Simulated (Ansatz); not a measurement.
**ZnGeP2: Ge → Si**

Take ZnGeP$_{2}$ in the chalcopyrite structure (space group I-42d, No. 122; a = 5.424 Å, c = 10.710 Å) as the base.

Now apply this change: full substitution Ge → Si, then cell and atoms are relaxed.

Calculations: PBEsol, PAW, 420 eV (Ansatz, a first-principles code; spin-orbit coupling left out), earlier PAW set. Settings: 9×9×9 k-points, 0.05 eV Fermi–Dirac smearing.

The volume per atom drops by 0.986 Å³ to 18.71 Å³ and the density falls by 0.77 g/cm³ to 3.45 g/cm³. The lattice parameter a drops by 0.071 Å, from 5.424 Å to 5.353 Å and the c/a ratio shrinks by 0.023 (1.974 → 1.951). The space group remains I-42d (No. 122) and the band gap grows by 0.09 eV (1.07 eV → 1.16 eV). The gap character goes from indirect, Γ → M–S (33 % along) to direct at Γ and the electron mass amounts to 1.4 mₑ along c, 0.25 mₑ across (at Γ). The valence-band top at Γ (three highest levels, from the VBM) goes from 0.00, -0.07, -0.07 eV to 0.00, -0.12, -0.12 eV.

Final structure:

```
CELL_PARAMETERS angstrom
     -2.67658     2.67658     5.22258
      2.67658    -2.67658     5.22258
      2.67658     2.67658    -5.22258
ATOMIC_POSITIONS crystal
  Zn 0.75000 0.25000 0.50000
  Zn 0.00000 0.00000 0.00000
  Si 0.25000 0.75000 0.50000
  Si 0.50000 0.50000 0.00000
  P  0.13951 0.12500 0.51451
  P  0.61049 0.62500 0.48549
  P  0.37500 0.86049 0.98549
  P  0.87500 0.38951 0.01451
```

Masses are band curvatures over ±0.01 Å⁻¹ around the edge. Stability against distortions was not tested.
